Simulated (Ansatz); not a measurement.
A self-consistent single point of Cl (Cm, 4 atoms in the cell) with Ansatz (a quantum-chemistry and plane-wave program).

Level of theory: PBEsol, default PAW files made with PBE (plane waves; Ansatz).

The change in words: 1 x 1 x 1 supercell, one Cl atom moved by 0.02 angstrom along z. Reference geometry:
```
CELL_PARAMETERS angstrom
      2.24672    -3.12936     0.00000
      2.24672     3.12936     0.00000
      0.00000     0.00000     8.28478
ATOMIC_POSITIONS crystal
  Cl 0.87700 0.87700 0.89700
  Cl 0.62300 0.62300 0.39700
  Cl 0.37700 0.37700 0.60300
  Cl 0.12300 0.12300 0.10300
```

Reference input (self-consistent single point, DFT, PBEsol, plane waves, default PAW files made with PBE): basis.ecutwfc = 420 eV; kpoints.mp_grid.grid = 7 7 3; hamiltonian.xc = pbesol; hamiltonian.pseudopotentials = {kind: paw} (the program's default PAW files); scf.occupations.method = fermi_dirac; scf.occupations.width = 0.01 eV. This run's input differs from it in these lines:

Ansatz 0.2 input:
```diff
@@ -10,3 +10,3 @@
     - { symbol: Cl, position: [0.37700000, 0.37700000, 0.60300000] }
-    - { symbol: Cl, position: [0.12300000, 0.12300000, 0.10300000] }
+    - { symbol: Cl, position: [0.12300000, 0.12300000, 0.10541400] }
 basis:
```

Output (repeated stretches shortened):

```
SCF iter   1: F=—  HF=-4243.128767 eV  |F-HF|=—  |Δ(HF+E_count)|=         —  Δρ=3.35e-3  dr2=1.26e-2  ethr=1.77e-3  ⟨swp⟩=6.5  Hψ=4353  notcnv=0
all-band conjugate gradients solve this SCF's bands
preconditioner: auto → Resta (q_TF=auto, 2.151 Å⁻¹)
SCF iter   2: F=—  HF=-4243.128430 eV  |F-HF|=—  |Δ(HF+E_count)|=   3.38e-4  Δρ=1.71e-3  dr2=3.06e-3  ethr=4.49e-5  ⟨swp⟩=2.0  Hψ=1928  notcnv=0
SCF iter   3: F=—  HF=-4243.128416 eV  |F-HF|=—  |Δ(HF+E_count)|=   1.32e-5  Δρ=3.05e-4  dr2=1.04e-4  ethr=1.09e-5  ⟨swp⟩=3.0  Hψ=1584  notcnv=0
SCF iter   4: F=—  HF=-4243.128461 eV  |F-HF|=—  |Δ(HF+E_count)|=   4.47e-5  Δρ=1.10e-4  dr2=1.27e-5  ethr=3.70e-7  ⟨swp⟩=2.8  Hψ=1383  notcnv=0
SCF iter   5: F=—  HF=-4243.128476 eV  |F-HF|=—  |Δ(HF+E_count)|=   1.50e-5  Δρ=2.77e-5  dr2=1.41e-6  ethr=4.54e-8  ⟨swp⟩=2.0  Hψ=1232  notcnv=0
SCF iter   6: F=—  HF=-4243.128478 eV  |F-HF|=—  |Δ(HF+E_count)|=   1.33e-6  Δρ=1.43e-5  dr2=4.25e-7  ethr=5.02e-9  ⟨swp⟩=2.0  Hψ=1232  notcnv=0
SCF iter   7: F=-4243.128478 eV  HF=-4243.128478 eV  |F-HF|=4.26e-8  |Δ(HF+E_count)|=   6.18e-8  Δρ=3.80e-6  dr2=1.23e-8  ethr=3.57e-10  ⟨swp⟩=3.0  Hψ=3117  notcnv=0
SCF 1 converged in 7 iterations: F = -4243.128478 eV  dr2 = 1.23e-8
Free energy (F): -4243.128478 eV
Internal energy: -4243.128478 eV  (E = F + TS)
E sigma→0 (E₀):  -4243.128478 eV
Fermi energy:    1.450845 eV
--- Forces (eV/Å), atoms counted from 1 ---
  atom   1  Cl     0.38892965     0.00000000     0.49771437
  atom   2  Cl    -0.27386719     0.00000000     0.28680661
  atom   3  Cl     0.27371505     0.00000000    -0.28463895
  atom   4  Cl    -0.38878200     0.00000000    -0.49988276
--- Stress (GPa, compression-positive) ---
       -1.820239       0.000000      -0.325961
        0.000000       0.219261       0.000000
       -0.325961       0.000000      -3.324730
  P = ⅓ Tr σ = -1.6419 GPa (-16.419 kbar)
  The stress holds the Pulay correction. Without it, at fixed plane waves, as pw.x and ABINIT print it: P = -1.6441 GPa
```

The run converged in 7 iterations. Against the reference run the free energy rises by 2.0 meV/atom, the pressure goes from -1.40 to -1.64 GPa, the largest force goes from 0.401 to 0.633 eV/Å and the gap on the mesh goes from 2.300 to 2.249 eV.

The starting cell has typed, rounded lattice constants, without a prior relaxation at this level. Its lattice was rescaled by up to half a per cent. For this run, on top of that: 1 x 1 x 1 supercell, one Cl atom moved by 0.02 angstrom along z. Ansatz's pressure includes its estimate of the finite-basis (Pulay) stress.
